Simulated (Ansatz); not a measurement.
CsCl-type NiAl, treated with BLYP (Ansatz, a program for electronic structure, plane waves, PAW).

Numerical settings: plane-wave cutoff 520 eV, 20×20×20 k mesh, Fermi–Dirac smearing 0.05 eV, no spin polarisation, scalar-relativistic PAW data made under PBE.

The volume scan:

```csv
V (Å³/atom),E − E_lowest (meV/atom),P (GPa)
11.732,22.38,10.13
11.982,9.57,6.38
12.231,2.30,3.01
12.481,0.00,0.00
12.731,2.14,-2.70
12.980,8.26,-5.11
13.230,17.93,-7.27
```

Q: Estimate the bulk modulus from the pressures at 12.231 and 12.731 Å³/atom, and compare it with a fit to all energies.

A: B = −V dP/dV. Between V = 12.231 and 12.731 Å³/atom, dP/dV = (-2.70 − (3.01))/(12.731 − 12.231) = -11.4 GPa per Å³/atom; at the midpoint 12.481 Å³/atom this gives B ≈ 143 GPa. The third-order Birch–Murnaghan fit gives V0 = 12.481 Å³/atom, B0 = 142 GPa, B′ = 4.5, which lies within 1 % of that estimate.

Measured, for comparison: bulk modulus 156 GPa (room temperature, no zero-point or thermal correction; as tabulated in Yamada et al. (2019), arXiv:1910.09660); equilibrium volume per atom 11.97 Å³/atom (extrapolated to 0 K, zero-point anharmonic expansion removed (Haas, Tran, Blaha 2009); as tabulated in Levämäki et al. (2014), arXiv:1402.3671). Computed (rounded) less measured: bulk modulus -9 %, equilibrium volume per atom +4.3 %.

The computed numbers hold no vibrational or temperature effects.
